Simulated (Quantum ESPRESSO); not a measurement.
**How a calculation on PmN (Fm-3m, 2 atoms in the cell) responds to its settings**

```
PmN
1.0
   -2.54906     0.00000     2.54906
    0.00000     2.54906     2.54906
   -2.54906     2.54906     0.00000
Pm N
1 1
Direct
  0.00000   0.00000   0.00000
  0.50000   0.50000   0.50000
```
Moments meant for the start (each program seeds them in its own way; μB, in the order of the atoms Pm N): 4.0 0.0.

Base run A: PBEsol, SSSP 1.1.2 efficiency (PBE) pseudopotentials in Quantum ESPRESSO 7.5, self-consistent single point.

Its settings: ecutwfc = 50 Ry; ecutrho = 400 Ry; occupations = smearing; smearing = gaussian; degauss = 0.0073499 Ry; nspin = 2; input_dft = pbesol; potentials = {Pm: Pm.GGA-PBE-paw-v1.0.UPF, N: N.pbe-n-radius_5.UPF}; K_POINTS = automatic 8 8 8 0 0 0; conv_thr = 1e-11 Ry; mixing_beta = 0.3.

The starting cell comes from a database of computed structures (which also holds hypothetical and non-ambient phases and stackings), without a prior relaxation at this level. With one magnetic atom in the cell only a parallel order is possible. With U or open f shells several self-consistent states can exist. The f electrons are in the valence without U or exact exchange, which can misplace them near the Fermi level. Spin-orbit terms, which matter for f shells, are left out. In the base run, with a pressure of about -9 GPa the cell is away from its equilibrium volume at this level.

A dash stands where there is no value to compare (another energy zero or no entropy term, no result, no spin, no clean gap, or a mesh too coarse for one). 

Run A gave: pressure (GPa) -9.15; size of the net moment (μB/atom) 2.00.

Runs:
- B: vdw_corr: default → grimme-d3; dftd3_version: default → 3; dftd3_threebody: default → false [PBEsol-D3(0)]
- C: vdw_corr: default → grimme-d3; dftd3_version: default → 4; dftd3_threebody: default → false [PBEsol-D3(BJ)]
- D: vdw_corr: default → grimme-d3; dftd3_version: default → 4; dftd3_threebody: default → true [PBEsol-D3(BJ) with three-body term]

Question: What does run B change against A?

Answer: The pressure goes from -9.15 to -11.56 GPa and the size of the net moment stays at 2.00 μB/atom.

Question: What does run C change against A?

Answer: The pressure goes from -9.15 to -12.47 GPa and the size of the net moment stays at 2.00 μB/atom.

Question: What does run D change against A?

Answer: The pressure goes from -9.15 to -12.04 GPa and the size of the net moment stays at 2.00 μB/atom.

| run | pressure (GPa) | size of the net moment (μB/atom) | dispersion energy (eV/atom) |
|---|---|---|---|
| A | -9.15 | 2.00 | – |
| B | -11.56 | 2.00 | -0.186 |
| C | -12.47 | 2.00 | -0.333 |
| D | -12.04 | 2.00 | -0.311 |

Left out of this page: 2 runs of the series held back from this collection.
